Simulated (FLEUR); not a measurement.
Band structure of LaCu2 (P6/mmm, 3 atoms in the cell).

```
CELL_PARAMETERS angstrom
      4.30029     0.00000     0.00000
     -2.15015     3.72416     0.00000
      0.00000     0.00000     3.85096
ATOMIC_POSITIONS crystal
  La 0.00000 0.00000 0.00000
  Cu 0.33333 0.66667 0.50000
  Cu 0.66667 0.33333 0.50000
```

Method of the run: FLEUR with LDA (Perdew-Zunger), all-electron FLAPW (FLEUR), scalar-relativistic valence.

Settings: Kmax = 3.8 1/bohr; GmaxXC = 13.3 1/bohr; xcFunctional = pz; jspins = 1; l_soc = F; mode = hist; fermiSmearingEnergy = 0.00183747 Htr; mesh (inpgen div1-3) = 9 9 9; inpgen gamma flag = false; Gmax = 13.3 1/bohr; numbands = 0; maxIterBroyd = 40; imix = Anderson; alpha = 0.05.

The starting cell comes from a database of computed structures (which also holds hypothetical and non-ambient phases and stackings), without a prior relaxation at this level. Spin polarisation is off. Values depend on the basis (sphere radii, cutoffs, local orbitals), which need not be converged.

Levels in eV from the Fermi level, bands 13 to 20:
```tsv
point	13	14	15	16	17	18	19	20
Γ	-2.86	-2.74	-2.74	0.24	0.24	0.52	1.54	1.64
M	-2.92	-2.52	-2.41	-1.70	0.60	1.07	1.43	1.82
K	-2.45	-2.05	-1.84	-1.84	-1.66	1.65	1.73	1.73
A	-2.64	-2.57	-2.57	-2.53	1.45	1.45	1.53	1.84
L	-2.60	-2.39	-2.03	-1.01	-0.69	-0.61	1.10	1.83
H	-2.65	-2.65	-2.50	-2.05	0.19	0.19	1.41	1.84
```
